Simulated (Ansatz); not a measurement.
Input and output of a self-consistent single point for FeAl (P4mm, 2 atoms in the cell) (Ansatz, a first-principles code).

Method of the run: LDA (PW92), default PAW files made with PBE (plane waves; Ansatz).

The change in words: lattice scaled by 0.98; basis.ecutwfc: 420 eV → 295 eV. Reference geometry:
```yaml
crystal:
  lattice:
    - [2.91873, 0.00000, 0.00000]
    - [0.00000, 2.91873, 0.00000]
    - [0.00000, 0.00000, 2.91873]
  atoms:
    - { symbol: Al, position: [0.50000, 0.50000, 0.51713] }
    - { symbol: Fe, position: [0.00000, 0.00000, 0.00000] }
```

Reference input (self-consistent single point, DFT, LDA (PW92), plane waves, default PAW files made with PBE): basis.ecutwfc = 420 eV; kpoints.mp_grid.grid = 11 11 11; hamiltonian.xc = lda; hamiltonian.pseudopotentials = {kind: paw} (the program's default PAW files); scf.occupations.method = fermi_dirac; scf.occupations.width = 0.1 eV. This run's input differs from it in these lines:

Ansatz 0.2 input:
```diff
@@ -2,5 +2,5 @@
   lattice:
-    - [2.918730, 0.000000, 0.000000]
-    - [0.000000, 2.918730, 0.000000]
-    - [0.000000, 0.000000, 2.918730]
+    - [2.860355, 0.000000, 0.000000]
+    - [0.000000, 2.860355, 0.000000]
+    - [0.000000, 0.000000, 2.860355]
   atoms:
@@ -9,3 +9,3 @@
 basis:
-  ecutwfc: 420.0 eV
+  ecutwfc: 295.0 eV
 kpoints:
```

Output (repeated stretches shortened):

```
SCF iter   1: F=—  HF=-4933.025569 eV  |F-HF|=—  |Δ(HF+E_count)|=         —  Δρ=1.32e-2  dr2=1.12e-2  ethr=1.77e-3  ⟨swp⟩=4.0  Hψ=8021  notcnv=0
all-band conjugate gradients solve this SCF's bands
preconditioner: auto → none
SCF iter   2: F=—  HF=-4933.001383 eV  |F-HF|=—  |Δ(HF+E_count)|=   2.42e-2  Δρ=1.80e-2  dr2=6.82e-2  ethr=5.90e-5  ⟨swp⟩=2.0  Hψ=4527  notcnv=0
SCF iter   3: F=—  HF=-4932.990099 eV  |F-HF|=—  |Δ(HF+E_count)|=   1.13e-2  Δρ=3.49e-3  dr2=2.31e-3  ethr=5.90e-5  ⟨swp⟩=2.4  Hψ=2325  notcnv=0
SCF iter   4: F=—  HF=-4932.989767 eV  |F-HF|=—  |Δ(HF+E_count)|=   3.31e-4  Δρ=1.18e-4  dr2=2.09e-6  ethr=1.21e-5  ⟨swp⟩=1.0  Hψ=1766  notcnv=0
SCF iter   5: F=—  HF=-4932.989765 eV  |F-HF|=—  |Δ(HF+E_count)|=   2.20e-6  Δρ=2.11e-5  dr2=6.42e-8  ethr=1.10e-8  ⟨swp⟩=2.0  Hψ=2531  notcnv=0
SCF iter   6: F=-4932.989765 eV  HF=-4932.989765 eV  |F-HF|=7.80e-9  |Δ(HF+E_count)|=   2.04e-8  Δρ=9.76e-6  dr2=8.99e-9  ethr=3.38e-10  ⟨swp⟩=1.9  Hψ=5667  notcnv=0
SCF 1 converged in 6 iterations: F = -4932.989765 eV  dr2 = 8.99e-9
Free energy (F): -4932.989765 eV
Internal energy: -4932.895824 eV  (E = F + TS)
E sigma→0 (E₀):  -4932.942795 eV
Entropy (-TS):   -0.093941 eV (-46.971 meV/atom)
Fermi energy:    13.869998 eV
--- Forces (eV/Å), atoms counted from 1 ---
  atom   1  Al     0.00000000     0.00000000    -0.35348494
  atom   2  Fe    -0.00000000     0.00000000     0.35341320
--- Stress (GPa, compression-positive) ---
       -6.139004       0.000000       0.000000
        0.000000      -6.139004       0.000000
        0.000000       0.000000      -6.293412
  P = ⅓ Tr σ = -6.1905 GPa (-61.905 kbar)
  The stress holds the Pulay correction. Without it, at fixed plane waves, as pw.x and ABINIT print it: P = -41.1509 GPa
```

The run converged in 6 iterations. Against the reference run the free energy goes up by 268 meV/atom, the pressure goes from -17.84 to -6.19 GPa and the largest force goes from 0.300 to 0.353 eV/Å.

The starting cell has typed, rounded lattice constants, without a prior relaxation at this level. Its lattice was rescaled by up to half a per cent. One atom was moved a little off its site on purpose. For this run, on top of that: lattice scaled by 0.98. Spin polarisation is off. Ansatz's pressure includes its estimate of the finite-basis (Pulay) stress. Without the estimate this run gives -41.15 GPa. The cutoff lies below the one recommended for these files.
